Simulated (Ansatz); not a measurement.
Relaxation of the outer planes of the (0001) surface of hcp Os in its 1x1 cell, outermost plane spacing 2.17 Å in the ideal cut.

Method: PBE (plane waves to 420 eV, PAW; Ansatz, a quantum-chemistry and plane-wave program).

Slab: 8 atoms, 15.2 Å thick at the start; k 16x16x1, smearing 0.1 eV, dipole-corrected; all atoms relaxed; start symmetry kept, larger cells not searched; no spin, no spin-orbit, no U.

```json
[
 {"plane": "1", "atoms": "Os", "bulk spacing to the next (Å)": "2.173", "relaxed spacing (Å)": "?", "change (%)": "?", "rumpling (Å)": "0.00"},
 {"plane": "2", "atoms": "Os", "bulk spacing to the next (Å)": "2.173", "relaxed spacing (Å)": "2.177", "change (%)": "0.2", "rumpling (Å)": "0.00"}
]
```

### Question
Complete the blanks.

### Answer

- 1, relaxed spacing (Å): 2.094
- 1, change (%): -3.7
